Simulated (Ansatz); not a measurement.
System: SiSe2 (model structure, started from the SiS2 type, Ibam, No. 72, 6 atoms in the cell). Method: PBE-D3(BJ) (PAW; Ansatz, an electronic-structure program).

Settings: plane-wave cutoff 500 eV, 10×10×10 k mesh, Fermi–Dirac smearing 0.05 eV, scalar-relativistic PAW data made under PBE.

Cell (relaxed at this level):

```
Se2Si
1.0
   -2.92956     4.74205     2.91894
    2.92956    -4.74205     2.91894
    2.92956     4.74205    -2.91894
Se Si
4 2
Cartesian
  1.62501   3.54389   2.91894
  1.30456  -1.19817   2.91894
  1.62501   5.94022   0.00000
  1.30456   1.19817   0.00000
  0.00000   0.00000   4.37841
  0.00000   0.00000   1.45947
```

Question: Predict the band gap.

Answer: 
band gap: 1.48 eV (on the SCF k mesh)

Spin–orbit coupling is not included.

Static lattice: no zero-point or thermal effects.

Computing time: roughly 21 core-minutes.

A model structure was made by putting elements into a prototype or built by hand; here it ended with the formula and space group of a phase in our tables.
